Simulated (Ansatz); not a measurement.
Take WC (space group P-6m2, No. 187; a = 2.9220 Å, c = 2.8473 Å) as the base.

(Cell as relaxed with PBE.)

Levels (all Ansatz, a first-principles code, PAW, earlier PAW set): PBE (420 eV, scalar-relativistic without spin-orbit coupling); PBEsol (420 eV, no spin-orbit coupling).

Each level relaxes its own structure.

| quantity | PBE | PBEsol |
|---|---|---|
| volume per atom | 10.53 Å³ | [?] |
| lattice parameter a | 2.922 Å | [?] |
| lattice parameter c | 2.847 Å | [?] |
| band gap | zero | [?] |

Task: Given the PBE results, estimate those of PBEsol.

Result: 
- volume per atom, PBEsol: 10.29 Å³
- lattice parameter a, PBEsol: 2.899 Å
- lattice parameter c, PBEsol: 2.828 Å
- band gap, PBEsol: zero

PBE's volume per atom lies 0.24 Å³ above PBEsol's (2.3 %); PBE's lattice parameter a lies 0.023 Å above PBEsol's (0.8 %); PBE's lattice parameter c lies 0.019 Å above PBEsol's (0.7 %); the two agree on the band gap. Neither level is exact; PBEsol is the comparison here, not a measurement.

No phonon test of stability was made. All final runs are without spin polarisation.
